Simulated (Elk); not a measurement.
Elk run on Sr₃La (Fm-3m, 4 atoms in the cell): self-consistent single point.

Method of the run: PBEsol, all-electron FP-LAPW, Elk's shipped species files, APW+lo basis with extra local orbitals in Elk.

```
CELL_PARAMETERS angstrom
      0.00000     4.58621     4.58621
      4.58621     0.00000     4.58621
      4.58621     4.58621     0.00000
ATOMIC_POSITIONS crystal
  Sr 0.25000 0.25000 0.25000
  Sr 0.75000 0.75000 0.75000
  Sr 0.50000 0.50000 0.50000
  La 0.00000 0.00000 0.00000
```

Reference input (self-consistent single point, DFT, PBEsol, all-electron FP-LAPW, Elk's shipped species files, APW+lo basis with extra local orbitals): xctype = 22; rgkmax = 8; stype = 0; swidth = 0.00999582 Ha; ngridk = 3 3 3; tforce = true; gmaxvr = 18 1/bohr; lmaxapw = 10; lmaxo = 8; nxlo = 2; lorbcnd = true; lradstp = 2. This run's input differs from it in these lines:

```diff
@@ -15,8 +15,2 @@
 
-lmaxapw
-  10
-
-lmaxo
-  8
-
 nxlo
@@ -28,9 +22,3 @@
 lradstp
-  2
-
-nrmtscf
-  2.0
-
-lmaxi
-  4
+  1
```

The program printed (abridged):

```
│ Self-consistent loop started │
│ Loop number : 1 │
 total energy                :     -18040.0821249
│ Loop number : 2 │
 total energy                :     -18039.9246778
RMS change in Kohn-Sham potential (target) :   0.9851424149E-01 (  0.1000000000E-05)
Absolute change in total energy (target)   :   0.1574471345     (  0.1000000000E-03)
│ Loop number : 3 │
 total energy                :     -18039.8449213
RMS change in Kohn-Sham potential (target) :   0.9702253604E-01 (  0.1000000000E-05)
Absolute change in total energy (target)   :   0.1191182253     (  0.1000000000E-03)
│ Loop number : 4 │
   [... lines left out ...]
Absolute change in total energy (target)   :   0.8018023073E-03 (  0.1000000000E-03)
│ Loop number : 14 │
 total energy                :     -18028.3352459
RMS change in Kohn-Sham potential (target) :   0.1406345989E-06 (  0.1000000000E-05)
Absolute change in total energy (target)   :   0.2020578140E-03 (  0.1000000000E-03)
│ Loop number : 15 │
 total energy                :     -18028.3352483
RMS change in Kohn-Sham potential (target) :   0.2776925036E-07 (  0.1000000000E-05)
Absolute change in total energy (target)   :   0.4808635276E-04 (  0.1000000000E-03)
Convergence targets achieved

│ Loop number : 16 │

Energies :
 Fermi                       :     0.170834750839
 total energy                :     -18028.3352455

Density of states at Fermi energy :    204.2977871
 (states/Hartree/unit cell)

Estimated indirect band gap :   0.1796939059E-02
 from k-point      1 to k-point      3
Estimated direct band gap   :   0.1179669988E-01
 at k-point      2

Charges :
 core                        :    130.0000000
 valence                     :    41.00000000
 interstitial                :    8.720885115
 muffin-tins (core leakage)
  species :    1 (Sr)
   atom    1                 :    35.94002445     (  0.2854141102E-04)
   atom    2                 :    35.94002445     (  0.2854141102E-04)
   atom    3                 :    35.92717198     (  0.2851616016E-04)
  species :    2 (La)
   [... lines left out ...]
   total force               :    -0.00000000   -0.00000000   -0.00000000
   total magnitude           :     0.00000000
 species :    2 (La)
  atom :    1
   Hellmann-Feynman          :    -0.00000000   -0.00000000   -0.00000000
   IBS                       :     0.00000000    0.00000000    0.00000000
   total force               :    -0.00000000   -0.00000000   -0.00000000
   total magnitude           :     0.00000000
```

The run converged in 16 iterations. The count includes the last loop, which Elk runs after its targets are met. Against the reference run the total energy goes down by 727 meV/atom.

The starting cell comes from a database of computed structures (which also holds hypothetical and non-ambient phases and stackings), without a prior relaxation at this level. Values depend on the basis (sphere radii, cutoffs, local orbitals), which need not be converged. The log's line on a gap gives a spacing of levels on this mesh, which the program prints for metals too.
